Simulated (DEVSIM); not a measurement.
Device: illuminated InP p-on-n cell, one wavelength, at 300 K.

| layer (left to right) | material | thickness (μm) | Nd (cm⁻³) | Na (cm⁻³) | τn (s) | τp (s) | absorption coefficient (cm⁻¹) |
|---|---|---|---|---|---|---|---|
| 1 | InP | 0.250 | - | 1.8e18 | 6.2e-11 | 1.3e-10 | 37000 |
| 2 | InP | 2.70 | 1.2e15 | - | 1.1e-9 | 1.1e-9 | 37000 |

Left contact: ohmic, minority electron recombination velocity 1000 cm/s. Right contact: ohmic, minority hole recombination velocity 100 cm/s. Voltage is applied to the left contact. Recombination: SRH at mid-gap, radiative, Auger. Light enters at the left, 3.7e16 photons cm⁻² s⁻¹, one pass, no reflection. Mobility is μmin + (μ − μmin)/(1 + (N/Nref)^α).

The device is made up for the run: typed textbook-type constants, with dimensions and the other settings drawn at random. Values at 300 K.

```
parameter          InP
-------------  -------
gap (eV)         1.344
affinity (eV)     4.38
permittivity      12.5
Nc (cm⁻³)       5.7e17
Nv (cm⁻³)       1.1e19
μn (cm²/Vs)       5200
μp (cm²/Vs)        170
μn,min             400
μp,min              10
Nref,n            3e17
Nref,p          4.9e17
αn                0.47
αp                0.62
B (cm³/s)      1.2e-10
Cn (cm⁶/s)       9e-31
Cp (cm⁶/s)       9e-31
```

DEVSIM, 1D drift-diffusion, Boltzmann statistics, complete ionisation; no tunnelling, impact ionisation, image-force lowering or self-heating.

The photon flux was swept, all else fixed.

| photon flux (cm^-2 s^-1) | fill factor | open-circuit voltage (V) | largest power (mW/cm²) | short-circuit current (mA/cm²) |
|---|---|---|---|---|
| 1.1e15 | 0.70 | 0.506 | 0.0591 | 0.168 |
| 3.7e15 | 0.72 | 0.564 | 0.229 | 0.564 |
| 1.1e16 | 0.74 | 0.615 | 0.758 | 1.68 |
| 3.7e16 | 0.75 | 0.670 | 2.84 | 5.64 |
| 1.1e17 | 0.77 | 0.717 | 9.22 | 16.8 |
| 3.7e17 | 0.78 | 0.766 | 33.8 | 56.4 |
| 1.1e18 | 0.80 | 0.807 | 108 | 168 |

From the first row to the last the fill factor goes from 0.70 to 0.80. From the first row to the last the open-circuit voltage goes from 0.506 to 0.807.
